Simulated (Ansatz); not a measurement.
The reference is PbSe in the rock salt structure (space group Fm-3m, No. 225; a = 6.102 Å).

Structures relaxed with PBEsol (Ansatz, a first-principles code), no spin-orbit coupling, earlier PAW set.

Base:

Simulated powder pattern, Mo Kα, λ = 0.71073 Å (kinematic, ideal powder, no thermal factors, no anomalous dispersion; the 10 strongest lines at most, above 2 %, up to 2θ = 40°):

| 2θ (°) | I/Imax (%) | hkl |
|---|---|---|
| 11.58 | 35 | (111) |
| 13.38 | 100 | (200) |
| 18.96 | 82 | (220) |
| 22.28 | 22 | (311) |
| 23.28 | 31 | (222) |
| 26.94 | 16 | (400) |
| 29.41 | 10.0 | (331) |
| 30.20 | 44 | (420) |
| 33.16 | 33 | (422) |
| 38.47 | 10 | (440) |

It is then changed as follows: S takes the place of Se on all its sites; the structure is relaxed again.

### Question
Predict the new powder pattern.

### Answer

Simulated powder pattern, Mo Kα, λ = 0.71073 Å (kinematic, ideal powder, no thermal factors, no anomalous dispersion; the 10 strongest lines at most, above 2 %, up to 2θ = 40°):

```
2θ (°)  I/Imax (%)    hkl
------  ----------  -----
11.97           95  (111)
13.83          100  (200)
19.61           81  (220)
23.04           57  (311)
24.07           31  (222)
27.87           15  (400)
30.43           26  (331)
31.24           43  (420)
34.31           32  (422)
36.46           20  (333)
```

The indices refer to each structure's own conventional cell; one index is shown for lines that coincide.

Whether these cells are dynamically stable was not tested.
